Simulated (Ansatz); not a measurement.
GeSiC2 (model structure, started from the AlGaN2 type, P-4m2, No. 115, 4 atoms in the cell), treated with G0W0@PBEsol (plane waves, hard PAW, contour deformation; Ansatz, an electronic-structure program).

The cell is the one relaxed with PBEsol. Conventional cell: a = 3.1567 Å, b = 3.1567 Å, c = 4.4509 Å, α = 90.00°, β = 90.00°, γ = 90.00°.

The quasiparticle gap at Γ at a fixed k mesh 2×2×2:

```
response cutoff           value (eV)
------------------------  ----------
200 eV, 523 empty bands        2.301
250 eV, 731 empty bands        2.331
300 eV, 961 empty bands        2.347
400 eV, 1480 empty bands       2.366
```

**Question.** Taking the value to converge with the response cutoff E as E^(−3/2), extrapolate from the last two rows.

**Answer.** With y = y∞ + c/w and weights w = 5196 and 8000 for the last two rows, y∞ = (w2 y2 − w1 y1)/(w2 − w1) = (8000 × 2.366 − 5196 × 2.347)/2804 = 2.401 eV, which lies 0.035 beyond the last row. Successive pairs of rows give 2.406, 2.398, 2.401. The limit also hangs on the law assumed, so its last digits aren't firm.

The other settings are not extrapolated, so this is the limit in one setting alone.

At the last cutoff the smallest gap on this mesh is 2.00 eV, with an edge away from Γ.

Spin–orbit coupling is not included.

Note: filled d or f shells below the valence bands can shift G0W0 gaps through exchange with them, which wasn't tested here.

A model structure was made by putting elements into a prototype or built by hand; it is no filed structure, need not be a known phase, and can be a saddle point held by its symmetry.
